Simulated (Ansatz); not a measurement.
Structures of equal composition on the (100) surface of rock-salt TiC: V on all Ti sites of the second plane; V on all Ti sites of the top plane. The slabs share one bottom face, and each structure is named by its start. These are constructed structures in small cells; real faces may alloy, dewet or reconstruct in larger ones, and not all known structures of the face are among them. Slabs of about 13 Å, Fermi-Dirac smearing of 0.1 eV. Bottom of the slabs: a bare face, its two planes held. Relaxed from the named starts with such symmetry as they have, on meshes of like density; energies extrapolated to zero smearing; spin only where a row says so; no spin-orbit coupling, no U. Brackets mark spin-polarised runs, whose order is one that fits the cell.

The numbers are results of PBE (plane waves to 420 eV, PAW; Ansatz, an electronic-structure program), not measurements.

Order them by energy per 1x1 cell (lowest first) at the level PBE.

V on all Ti sites of the top plane (0.000 eV [spin start, no net moment]), V on all Ti sites of the second plane (0.082 eV [spin start, no net moment])
